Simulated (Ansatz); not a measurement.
## Fe3Ge (Pm-3m, No. 221, 4 atoms in the cell; start mp-20344)

Method: r²SCAN+rVV10 in Ansatz (plane waves, PAW).

Numerical settings: plane-wave cutoff 560 eV, 16×16×16 k mesh, Fermi–Dirac smearing 0.05 eV, spin-polarised start, scalar-relativistic PAW data made under PBE.

Cell (relaxed at this level):

Space group Pm-3m (No. 221); a = b = c = 3.6504 Å, α = β = γ = 90.00°

| atom | site | symmetry | x | y | z |
|---|---|---|---|---|---|
| Fe | 3c | 4/mm.m | 0.0000 | 0.5000 | 0.5000 |
| Ge | 1a | m-3m | 0.0000 | 0.0000 | 0.0000 |

For Fe3Ge (Pm-3m, No. 221, 4 atoms in the cell; start mp-20344), the band gap is none.

Note: the magnetic order was assumed, not searched for or taken from measurement; the relaxation could not lower the start's symmetry, so the cell can be a saddle point above a distorted one.

Spin–orbit coupling is not included.

A start named mp-… is a Materials Project structure, which need not be a measured phase.

Ansatz is an electronic-structure program.
